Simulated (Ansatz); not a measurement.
The starting structures come from a database of crystals and need not be the phases stable at ambient conditions.

By PBEsol, the system below comes out a metal.

A figure of merit of an interconnect metal is its ballistic conductance per area.

Given:

```xyz
4
Lattice="4.0843 0.0000 0.0000 0.0000 4.0843 0.0000 2.0421 -2.0421 2.8880" Properties=species:S:1:pos:R:3 pbc="T T T"
Al     0.0000     0.0000     0.0000
Cu     2.0421     2.0421     0.0000
Cu     4.0843     2.0421     1.4440
Cu     2.0421     0.0000     1.4440
```

Space group of this cell: Fm-3m. The cell is taken as given; by PBEsol its mean pressure is -0.7 GPa.

The current flows along the normal of the first two printed cell vectors, the (001) plane of the conventional cell. No spin-orbit coupling; the value is a mean over 0.1 eV about the Fermi level.

**Question.** Predict the ballistic conductance per area from PBEsol run with Ansatz (a program for electronic structure).

**Answer.** 1.0 × 10¹⁵ S/m² for both spins.
